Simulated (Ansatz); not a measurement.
Base system: ZnSe in the zinc blende structure (space group F-43m, No. 216; a = 5.665 Å).

Method: Kohn–Sham DFT with the r2SCAN functional, run in Ansatz (an electronic-structure program) with PAW and 500 eV plane waves, no spin-orbit coupling.

Strains are applied to the cell and any free atomic positions relax.

One change was made to it. Results:

The width of the top valence band increases by 0.23 eV, from 2.71 eV to 2.94 eV; the valley order (the lowest conduction-band minima on the path, energy above the VBM, named in the base's zone) goes from Γ 1.87 eV; L along ⟨111⟩ 3.05 eV; X along ⟨100⟩ 3.34 eV to Γ 2.07 eV; L along ⟨111⟩ 3.14 eV; X along ⟨100⟩ 3.23 eV; the electron mass changes from 0.12 mₑ (at Γ) to 0.13 mₑ (at Γ).

### Question
What was done to the base?
A. isotropic strain −1.54 %
B. isotropic strain +3.34 %
C. isotropic strain −0.49 %
D. isotropic strain +0.87 %

### Answer
A, isotropic strain −1.54 %. For comparison, the valley order in the other runs: isotropic strain +0.87 % gives Γ 1.76 eV; L along ⟨111⟩ 3.00 eV; X along ⟨100⟩ 3.39 eV; isotropic strain −0.49 % gives Γ 1.93 eV; L along ⟨111⟩ 3.08 eV; X along ⟨100⟩ 3.30 eV; isotropic strain +3.34 % gives Γ 1.46 eV; L along ⟨111⟩ 2.86 eV; X along ⟨100⟩ 3.53 eV.

The levels and masses belong to the bands next to the band gap. Effective masses come from finite differences of ±0.01 Å⁻¹. No phonon test of stability was made.
